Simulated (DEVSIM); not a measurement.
Device: Schottky contact on n-type Si, at 250 K.

Layer 1 from the left is Si, thickness (μm) 0.470, Nd (cm⁻³) 4.7e16, τn (s) 2.5e-7, τp (s) 2.5e-7. Layer 2 from the left is Si, thickness (μm) 0.670, Nd (cm⁻³) 1e18, τn (s) 2.5e-7, τp (s) 2.5e-7.

Left contact: Schottky, work function 4.59 eV, emission velocity 4.5e6 cm/s. Right contact: ohmic. Voltage is applied to the left contact. Recombination: SRH at mid-gap, radiative. Mobility is μmin + (μ − μmin)/(1 + (N/Nref)^α).

Constants are typed, rounded textbook-type inputs, not results; the design itself was drawn at random and stands for no fabricated device. Values at 300 K; Nc and Nv go as T^1.5, mobilities as T to minus their exponent, the gap by Varshni's rule with the affinity fixed.

Si: gap (eV) 1.124, affinity (eV) 4.05, permittivity 11.7, Nc (cm⁻³) 2.86e19, Nv (cm⁻³) 3.1e19, μn (cm²/Vs) 1417, μp (cm²/Vs) 470, μn,min 52, μp,min 45, Nref,n 9.7e16, Nref,p 2.2e17, αn 0.68, αp 0.72, T exponent of μn 2.3, T exponent of μp 2.2, B (cm³/s) 4.7e-15, Varshni α (eV/K) 0.000473, Varshni β (K) 636.

Simulated with DEVSIM: 1D drift-diffusion, Boltzmann statistics, complete ionisation; no tunnelling, impact ionisation, image-force lowering or self-heating. Metal contacts follow the ideal Schottky-Mott rule: no Fermi-level pinning, no interface dipoles.

Dark forward current:

| |V| (V) | |J| (A/cm²) |
|---|---|
| 0.05 | 0.001786 |
| 0.10 | 0.01989 |
| 0.15 | 0.2032 |
| 0.20 | 2.053 |
| 0.25 | 20.55 |
| 0.30 | 195.8 |
| 0.35 | 1419 |
| 0.40 | 5325 |

Problem. Work out the local ideality factor n = ΔV / (kT/q · ln(J2/J1)) between the rows 0.10 and 0.15 V, 0.35 and 0.40 V.

Solution. kT/q = 21.54 mV. From 0.10 to 0.15 V: ln(0.2032/0.01989) = 2.324, n = 1.00, near the 1 of diffusion or emission over a barrier. From 0.35 to 0.40 V: ln(5325/1419) = 1.322, n = 1.76; the layers' resistance at their doping, Σ W/(qμN) = 5.5e-6 Ω cm², would take 22 mV of this step of 50 mV.

Problem. Estimate the current at 0.20 V for emission alone, J0 = q v N_band exp(−φB/kT), and read the barrier back from the simulated current.

Solution. φB = 0.540 eV, N_band = 2.18e19 cm⁻³, J0 = 0.000203 A/cm²; J = J0 (exp(qV/kT) − 1) = 2.19 A/cm². The simulation gives 2.05 A/cm²; the estimate lies 6.6 % above. Read backwards, the simulated current gives an apparent barrier of 0.541 eV. The estimate leaves out transport through the depletion region and minority injection.
